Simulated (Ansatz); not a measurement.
Calculation: PBE (plane waves to 420 eV, PAW; Ansatz, a first-principles code).

Plane-averaged electrostatic potential energy along the normal, in eV from the Fermi level, for the (100) surface of rock-salt TaC, B on half the C sites of the top plane, c(2x2) (bottom of the slab: a bare face, its two planes held):

| z (Å) | V (eV) |
|---|---|
| 3.72 | 3.35 |
| 4.01 | 3.35 |
| 4.30 | 3.35 |
| 4.58 | 3.34 |
| 4.87 | 3.33 |
| 5.16 | 3.31 |
| 5.44 | 3.27 |
| 5.73 | 3.19 |
| 6.02 | 3.04 |
| 6.30 | 2.74 |
| 6.59 | 2.13 |
| 6.88 | 0.89 |
| 7.16 | -1.77 |
| 7.45 | -6.95 |
| 7.73 | -15.23 |
| 8.02 | -22.50 |
| 8.31 | -21.93 |
| 8.59 | -14.25 |
| 8.88 | -6.71 |
| 9.17 | -3.04 |
| 9.45 | -3.85 |
| 9.74 | -8.90 |
| 10.03 | -17.46 |
| 10.31 | -23.63 |
| 10.60 | -21.20 |
| 10.89 | -12.81 |
| 11.17 | -6.00 |
| 11.46 | -3.22 |
| 11.74 | -5.04 |
| 12.03 | -10.78 |
| 12.32 | -19.29 |
| 12.60 | -23.77 |
| 12.89 | -19.46 |
| 13.18 | -10.74 |
| 13.46 | -4.66 |
| 13.75 | -2.63 |
| 14.04 | -5.09 |
| 14.32 | -11.76 |
| 14.61 | -20.43 |
| 14.90 | -23.67 |
| 15.18 | -18.27 |
| 15.47 | -9.96 |
| 15.76 | -4.83 |
| 16.04 | -3.75 |
| 16.33 | -7.19 |
| 16.61 | -14.39 |
| 16.90 | -22.16 |
| 17.19 | -23.06 |
| 17.47 | -15.84 |
| 17.76 | -7.53 |
| 18.05 | -3.51 |
| 18.33 | -4.33 |
| 18.62 | -8.87 |
| 18.91 | -15.76 |
| 19.19 | -21.38 |
| 19.48 | -20.10 |
| 19.77 | -12.62 |
| 20.05 | -4.64 |
| 20.34 | 0.07 |
| 20.62 | 2.20 |
| 20.91 | 3.20 |
| 21.20 | 3.67 |
| 21.48 | 3.89 |
| 21.77 | 4.00 |
| 22.06 | 4.04 |
| 22.34 | 4.07 |
| 22.63 | 4.08 |
| 22.92 | 4.09 |
| 23.20 | 4.09 |
| 23.49 | 4.09 |
| 23.78 | 4.09 |

Set-up: 24 atoms, 11.2 Å thick at the start; mesh 9x9x1; 0.1 eV smearing; dipole correction on; 8 atoms held, the rest relaxed; held to the start's symmetry, so lower structures may exist; no spin, no spin-orbit, no U. It is one candidate, not shown to be the stable structure of the face.

### Question
The surface cell has an area of 20.03 Å². What dipole along the normal does the step between the two vacuum levels imply?

### Answer
the top vacuum level lies 0.73 eV above the bottom one; p = −ε₀ A ΔV (ε₀ = 0.005526 e/(V·Å)) gives -0.08 e·Å a cell.
